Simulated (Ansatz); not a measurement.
Base system: ZnS in the zinc blende structure (space group F-43m, No. 216).

```
ZnS
1.0
    0.00000     2.72172     2.72172
    2.72172     0.00000     2.72172
    2.72172     2.72172     0.00000
Zn S
1 1
Direct
  0.00000   0.00000   0.00000
  0.25000   0.25000   0.25000
```

Computed with Kohn–Sham DFT with the PBE functional, run in Ansatz (an electronic-structure program) with PAW and 420 eV plane waves, scalar-relativistic without spin-orbit coupling.

Base values:

```
Property    Value
--------  -------
Band gap  2.02 eV
```

Modification: the cell is scaled by 0.9800 in all directions, atoms relaxed at fixed cell.

### Question
How does this affect the band gap and energy relative to the base?

### Answer
The band gap rises by 0.26 eV to 2.28 eV; the energy grows by 17 meV/atom.

The cells carry an imposed strain or load. No phonon test of stability was made.
